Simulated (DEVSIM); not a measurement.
Structure: illuminated Si n-on-p cell, one wavelength, with a back-surface field, at 250 K.

Layer 1 from the left is Si, thickness (μm) 0.0720, Nd (cm⁻³) 5.9e18, τn (s) 4.2e-7, τp (s) 4e-8, absorption coefficient (cm⁻¹) 27000. Layer 2 from the left is Si, thickness (μm) 35.0, Na (cm⁻³) 3.5e16, τn (s) 6.3e-6, τp (s) 2.1e-6, absorption coefficient (cm⁻¹) 27000. Layer 3 from the left is Si, thickness (μm) 0.550, Na (cm⁻³) 1.3e18, τn (s) 2.1e-6, τp (s) 2.1e-6, absorption coefficient (cm⁻¹) 27000.

Left contact: ohmic, minority hole recombination velocity 9000 cm/s. Right contact: ohmic, minority electron recombination velocity 2e6 cm/s. Voltage is applied to the left contact. Recombination: SRH at mid-gap, radiative, Auger. Light enters at the left, 5.2e16 photons cm⁻² s⁻¹, one pass, no reflection. Mobility is μmin + (μ − μmin)/(1 + (N/Nref)^α).

Constants are typed, rounded textbook-type inputs, not results; the design itself was drawn at random and stands for no fabricated device. Values at 300 K; Nc and Nv go as T^1.5, mobilities as T to minus their exponent, the gap by Varshni's rule with the affinity fixed.

Si: gap (eV) 1.124, affinity (eV) 4.05, permittivity 11.7, Nc (cm⁻³) 2.86e19, Nv (cm⁻³) 3.1e19, μn (cm²/Vs) 1417, μp (cm²/Vs) 470, μn,min 52, μp,min 45, Nref,n 9.7e16, Nref,p 2.2e17, αn 0.68, αp 0.72, T exponent of μn 2.3, T exponent of μp 2.2, B (cm³/s) 4.7e-15, Cn (cm⁶/s) 2.8e-31, Cp (cm⁶/s) 9.9e-32, Varshni α (eV/K) 0.000473, Varshni β (K) 636.

Simulated with DEVSIM: 1D drift-diffusion, Boltzmann statistics, complete ionisation; no tunnelling, impact ionisation, image-force lowering or self-heating.

### Question
What does the simulation give for the open-circuit voltage, the potential step across the device at zero bias, the short-circuit current?

### Answer
open-circuit voltage 0.693 V; potential step across the device at zero bias 1.046 V; short-circuit current 8.29 mA/cm².
